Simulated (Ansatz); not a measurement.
**ZnCu2SnS4: isotropic strain −2.25 %**

The parent structure is ZnCu₂SnS₄ (space group I-4, No. 82; a = 5.374 Å, c = 10.755 Å).

Modification: the cell is scaled by 0.9775 in all directions; the atoms relax in the strained cell.

Calculations: PBEsol (Ansatz, a first-principles code, PAW, without spin-orbit coupling). Γ-centred 9×9×9 mesh, Fermi–Dirac width 0.05 eV.

The volume per atom decreases by 1.28 Å³ to 18.13 Å³ and the shortest interatomic distance drops by 0.0537 Å (2.271 Å → 2.218 Å). The energy goes up by 24 meV/atom and the pressure (mean of the normal stresses, compression positive) increases by 6.433 GPa to 6.43 GPa. The band gap grows by 0.19 eV to 0.30 eV (uncertain: the Fermi level lies in a band; the base alone).

Whether these cells are dynamically stable was not tested. The final runs are not spin-polarised. A zero or small gap of ZnCu2SnS4 can be the functional's error rather than a property of the material.
